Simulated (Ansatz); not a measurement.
Ansatz (a first-principles code) run on Ti (P-3m1, 2 atoms in the cell): self-consistent single point.

Method of the run: LDA (PW92), default PAW files made with PBE (plane waves; Ansatz).

The change in words: lattice scaled by 0.98; basis.ecutwfc: 30.9 Ry → 54 Ry. Reference geometry:
```yaml
crystal:
  lattice:
    - [1.46762, -2.54200, 0.00000]
    - [1.46762, 2.54200, 0.00000]
    - [0.00000, 0.00000, 4.65660]
  atoms:
    - { symbol: Ti, position: [0.33333, 0.66667, 0.26074] }
    - { symbol: Ti, position: [0.66667, 0.33333, 0.75000] }
```

Reference input (self-consistent single point, DFT, LDA (PW92), plane waves, default PAW files made with PBE): basis.ecutwfc = 30.9 Ry; kpoints.mp_grid.grid = 13 13 7; hamiltonian.xc = lda; hamiltonian.pseudopotentials = {kind: paw} (the program's default PAW files); scf.occupations.method = fermi_dirac; scf.occupations.width = 0.0073 Ry. This run's input differs from it in these lines:

Ansatz 0.2 input:
```diff
@@ -2,5 +2,5 @@
   lattice:
-    - [1.46762500, -2.54200100, 0.00000000]
-    - [1.46762500, 2.54200100, 0.00000000]
-    - [0.00000000, 0.00000000, 4.65660000]
+    - [1.43827200, -2.49116100, 0.00000000]
+    - [1.43827200, 2.49116100, 0.00000000]
+    - [0.00000000, 0.00000000, 4.56346800]
   atoms:
@@ -9,3 +9,3 @@
 basis:
-  ecutwfc: 30.9 Ry
+  ecutwfc: 54.0 Ry
 kpoints:
```

Log, with long lists cut:

```
SCF iter   1: F=—  HF=-4900.633327 eV  |F-HF|=—  |Δ(HF+E_count)|=         —  Δρ=6.55e-3  dr2=6.10e-3  ethr=1.77e-3  ⟨swp⟩=3.9  Hψ=8316  notcnv=0
all-band conjugate gradients solve this SCF's bands
preconditioner: auto → none
SCF iter   2: F=—  HF=-4900.631974 eV  |F-HF|=—  |Δ(HF+E_count)|=   1.35e-3  Δρ=3.22e-3  dr2=1.40e-3  ethr=2.54e-5  ⟨swp⟩=1.0  Hψ=3024  notcnv=0
SCF iter   3: F=—  HF=-4900.631873 eV  |F-HF|=—  |Δ(HF+E_count)|=   1.01e-4  Δρ=4.64e-4  dr2=8.05e-5  ethr=5.84e-6  ⟨swp⟩=2.2  Hψ=2691  notcnv=0
SCF iter   4: F=—  HF=-4900.631890 eV  |F-HF|=—  |Δ(HF+E_count)|=   1.75e-5  Δρ=3.01e-4  dr2=1.17e-4  ethr=3.35e-7  ⟨swp⟩=2.0  Hψ=3160  notcnv=0
SCF iter   5: F=—  HF=-4900.631862 eV  |F-HF|=—  |Δ(HF+E_count)|=   2.85e-5  Δρ=3.18e-5  dr2=3.47e-7  ethr=3.35e-7  ⟨swp⟩=2.1  Hψ=2819  notcnv=0
SCF iter   6: F=-4900.631862 eV  HF=-4900.631862 eV  |F-HF|=3.20e-9  |Δ(HF+E_count)|=   1.97e-8  Δρ=4.78e-6  dr2=4.52e-9  ethr=4.17e-10  ⟨swp⟩=5.0  Hψ=8315  notcnv=0
SCF 1 converged in 6 iterations: F = -4900.631862 eV  dr2 = 4.52e-9
Free energy (F): -4900.631862 eV
Internal energy: -4900.558865 eV  (E = F + TS)
E sigma→0 (E₀):  -4900.595363 eV
Entropy (-TS):   -0.072997 eV (-36.498 meV/atom)
Fermi energy:    14.014323 eV
--- Forces (eV/Å), atoms counted from 1 ---
  atom   1  Ti     0.00000000    -0.00000000    -0.18177537
  atom   2  Ti     0.00000000     0.00000000     0.18177537
--- Stress (GPa, compression-positive) ---
       -1.633199      -0.000000       0.000000
        0.000000      -1.633199      -0.000000
        0.000000       0.000000      -1.634436
  P = ⅓ Tr σ = -1.6336 GPa (-16.336 kbar)
  The stress holds the Pulay correction. Without it, at fixed plane waves, as pw.x and ABINIT print it: P = -1.6375 GPa
```

The run converged in 6 iterations. Against the reference run the free energy falls by 33.1 meV/atom, the pressure goes from -8.16 to -1.63 GPa and the largest force goes from 0.121 to 0.182 eV/Å.

The starting cell has typed, rounded lattice constants, without a prior relaxation at this level. Its lattice was rescaled by up to half a per cent. One atom was moved a little off its site on purpose. For this run, on top of that: lattice scaled by 0.98. Spin polarisation is off. Ansatz's pressure includes its estimate of the finite-basis (Pulay) stress.
